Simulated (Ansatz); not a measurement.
The starting structures come from a database of crystals and need not be the phases stable at ambient conditions.

 Where the default PAW files enter, the runs use the earlier of Ansatz's two default sets.

```yaml
crystal:
  lattice:
    - [4.61119, 0.00000, 0.00000]
    - [-2.30559, 7.62372, 0.00000]
    - [2.30559, 0.69727, 3.93206]
  atoms:
    - { symbol: Mg, position: [0.00164, 0.50246, 0.49918] }
    - { symbol: Cd, position: [0.99899, 0.99848, 0.00051] }
    - { symbol: Te, position: [0.74677, 0.62015, 0.12662] }
    - { symbol: Te, position: [0.75258, 0.12887, 0.62371] }
```

Space group of this cell: R3m. The cell is taken as given; by PBEsol its mean pressure is -0.9 GPa.

Calculation: PBEsol (plane waves, PAW; Ansatz, a quantum-chemistry and plane-wave program).

The current runs along the normal of the first two printed vectors; no spin-orbit coupling. Scaled by the factor s: all lengths (ions clamped). Meshes 8×8×8 and 8×4 across the current in all rows.

| s | mean pressure (GPa) | slowest mid-gap decay constant κ (1/Å) |
|---|---|---|
| 0.98 | 1.5 | ? |
| 1.00 | -0.9 | 0.086 |
| 1.02 | -2.7 | 0.076 |

Question: Take the slope of the slowest mid-gap decay constant κ against ln s from the two given rows, extrapolate to s = 0.98, and say what the run there gives.

Answer: Slope = (0.076 − 0.086) / ln 1.02 = -0.505 1/Å. The line gives 0.086 + (-0.505) × ln 0.98 = 0.096 1/Å. The run gives 0.096 1/Å, as the line does.
